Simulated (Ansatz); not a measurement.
Equilibrium lattice constant a of Pt3GaN (model structure, started from the Ni3MgC type, Pm-3m, No. 221, 5 atoms in the cell) at several levels of theory

No measured value is used here.

### Question
Put these levels in order of the equilibrium lattice constant a that they give for Pt3GaN (model structure, started from the Ni3MgC type, Pm-3m, No. 221, 5 atoms in the cell), smallest first: LDA (Ansatz, a program for electronic structure), PBE (Ansatz), r²SCAN (Ansatz).

### Answer
LDA (4.117 Å), r²SCAN (4.172 Å), PBE (4.204 Å)

Density-functional levels without +SOC have no spin–orbit coupling. Cutoffs differ between the levels. Ansatz's density-functional and Hartree–Fock values are scalar-relativistic unless marked +SOC, with PAW data made under PBE.

A model structure was made by putting elements into a prototype or built by hand; it is no filed structure, need not be a known phase, and can be a saddle point held by its symmetry.
